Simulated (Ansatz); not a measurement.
# Effect of uniaxial strain ε_zz = −3.00 % on AlRu

Consider AlRu in the CsCl type structure (space group Pm-3m, No. 221; a = 2.955 Å; relaxed with 0.1 eV smearing). Axes: x, y, z lie along the cube axes.

Now apply this change: the cell is compressed by 3.00 % along z with no lateral relaxation; the atoms relax in the strained cell.

All numbers come from LDA (Ansatz, a first-principles code, PAW, no spin-orbit coupling). Γ-centred 19×19×19 mesh, Fermi–Dirac width 0.1 eV.

```json
[
 {"quantity": "volume per atom", "base": "12.90 Å³", "changed": "12.51 Å³", "shift": "-0.39 Å³"},
 {"quantity": "space group", "base": "Pm-3m (No. 221)", "changed": "P4/mmm (No. 123)", "shift": "–"},
 {"quantity": "shortest interatomic distance", "base": "2.559 Å", "changed": "2.533 Å", "shift": "-0.0253 Å"},
 {"quantity": "energy relative to the base (free energy F)", "base": "0 meV/atom", "changed": "+14 meV/atom", "shift": "+14 meV/atom"},
 {"quantity": "pressure (mean of the normal stresses, compression positive)", "base": "0.0 GPa", "changed": "7.6 GPa", "shift": "+7.6 GPa"},
 {"quantity": "band gap", "base": "zero", "changed": "zero", "shift": "–"},
 {"quantity": "stress (xx, yy, zz, yz, xz, xy; compression positive)", "base": "–", "changed": "(5.5, 5.5, 11.9, 0.0, 0.0, 0.0) GPa", "shift": "–"}
]
```

Cost of the whole job for the changed cell (relaxation, final SCF and bands): very roughly 21 core-seconds.

No phonon test of stability was made. All final runs are without spin polarisation.
